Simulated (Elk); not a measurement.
Input and output of a self-consistent single point for Tc3Sn (P-6m2, 4 atoms in the cell) (Elk).

Method: PBEsol, all-electron FP-LAPW, Elk's shipped species files, default APW+lo basis run with Elk.

The change in words: lattice scaled by 0.98. Reference geometry:
```
Tc3Sn
1.0
    2.88246     0.00000     0.00000
   -1.44123     2.49629     0.00000
    0.00000     0.00000     8.45992
Tc Sn
3 1
Direct
  0.00000   0.00000   0.50000
  0.33333   0.66667   0.26178
  0.33333   0.66667   0.73822
  0.00000   0.00000   0.00000
```

Reference input (self-consistent single point, DFT, PBEsol, all-electron FP-LAPW, Elk's shipped species files, default APW+lo basis): xctype = 22; rgkmax = 7; stype = 3; swidth = 0.00183747 Ha; ngridk = 12 12 4; rmtscf = 0.89. This run's input differs from it in these lines:

```diff
@@ -19,5 +19,5 @@
 avec
-    5.4470674701    0.0000000125    0.0000000000
-   -2.7235337459    4.7172987990    0.0000000000
-    0.0000000000    0.0000000000   15.9869280568
+    5.3381261016   -0.0000003329    0.0000000000
+   -2.6690627625    4.6229529790    0.0000000000
+    0.0000000000    0.0000000000   15.6671901760
```

Log, with long lists cut:

```
│ Self-consistent loop started │
│ Loop number : 1 │
 total energy                :     -19026.8794155
│ Loop number : 2 │
 total energy                :     -19027.2792501
RMS change in Kohn-Sham potential (target) :   0.1391406013     (  0.1000000000E-05)
Absolute change in total energy (target)   :   0.3998345394     (  0.1000000000E-03)
│ Loop number : 3 │
 total energy                :     -19027.5949130
RMS change in Kohn-Sham potential (target) :   0.1416049587     (  0.1000000000E-05)
Absolute change in total energy (target)   :   0.4156216132     (  0.1000000000E-03)
│ Loop number : 4 │
   [... lines left out ...]
Absolute change in total energy (target)   :   0.3924078155E-03 (  0.1000000000E-03)
│ Loop number : 17 │
 total energy                :     -19029.7865747
RMS change in Kohn-Sham potential (target) :   0.4078747619E-06 (  0.1000000000E-05)
Absolute change in total energy (target)   :   0.1244726664E-03 (  0.1000000000E-03)
│ Loop number : 18 │
 total energy                :     -19029.7865884
RMS change in Kohn-Sham potential (target) :   0.1173492440E-06 (  0.1000000000E-05)
Absolute change in total energy (target)   :   0.4485104728E-04 (  0.1000000000E-03)
Convergence targets achieved

│ Loop number : 19 │

Energies :
 Fermi                       :     0.525812521550
 total energy                :     -19029.7865938

Density of states at Fermi energy :    119.7834964
 (states/Hartree/unit cell)

Estimated indirect band gap :   0.3808912566E-03
 from k-point     92 to k-point     17
Estimated direct band gap   :   0.6630834063E-03
 at k-point     92

Charges :
 core                        :    114.0000000
 valence                     :    65.00000000
 interstitial                :    8.261043519
 muffin-tins (core leakage)
  species :    1 (Tc)
   atom    1                 :    40.98971337     (  0.1151343483E-05)
   atom    2                 :    41.01370583     (  0.1158282746E-05)
   atom    3                 :    41.01370583     (  0.1158282746E-05)
  species :    2 (Sn)
   atom    1                 :    47.72183144     (  0.3800916799E-03)
 total in muffin-tins        :    170.7389565
 total calculated charge     :    179.0111958
 total charge                :    179.0000000
 error                       :   0.1119580963E-01

│ Self-consistent loop stopped │
```

The run converged in 19 iterations. The count includes the last loop, which Elk runs after its targets are met. Against the reference run the free energy goes up by 87.0 meV/atom.

The starting cell comes from a database of computed structures (which also holds hypothetical and non-ambient phases and stackings), without a prior relaxation at this level. Its lattice was rescaled by a random factor within 2.5 % of one. For this run, on top of that: lattice scaled by 0.98. Spin polarisation is off. Values depend on the basis (sphere radii, cutoffs, local orbitals), which need not be converged. The log's line on a gap gives a spacing of levels on this mesh, which the program prints for metals too.

Cost on one core of a shared machine: roughly 40 s.
